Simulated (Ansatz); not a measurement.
Consider BaTiO₃ (space group P4mm, No. 99; a = 3.9728 Å, c = 4.1123 Å). Axes: x, y, z lie along a, b, c of the conventional cell.

Level of theory: DFT with r2SCAN, PAW potentials and a 500 eV plane-wave cutoff in Ansatz (a quantum-chemistry and plane-wave program), without spin-orbit coupling, earlier PAW set.

Strains are applied to the cell and any free atomic positions relax; under biaxial strain the out-of-plane vector relaxes too; under stress the whole cell relaxes.

One change was made to it. Results:

```tsv
quantity	base	after
band gap	2.23 eV	2.25 eV
smallest direct gap	2.70 eV	2.75 eV
energy relative to the base (free energy F)	0 meV/atom	+1.6 meV/atom
```

### Question
Name the change that was made.
A) uniaxial stress, 3 GPa compression along x
B) biaxial strain +2.06 %, plane normal [001], relaxed out of plane
C) uniaxial stress, 1 GPa compression along z
D) biaxial strain +4.12 %, plane normal [001], relaxed out of plane

### Answer
A, uniaxial stress, 3 GPa compression along x. For comparison, the smallest direct gap in the other runs: biaxial strain +2.06 %, plane normal [001], relaxed out of plane gives 2.48 eV; biaxial strain +4.12 %, plane normal [001], relaxed out of plane gives 2.30 eV; uniaxial stress, 1 GPa compression along z gives 2.64 eV.

Beyond what the load breaks, stability against distortions was not tested. The final runs are not spin-polarised.
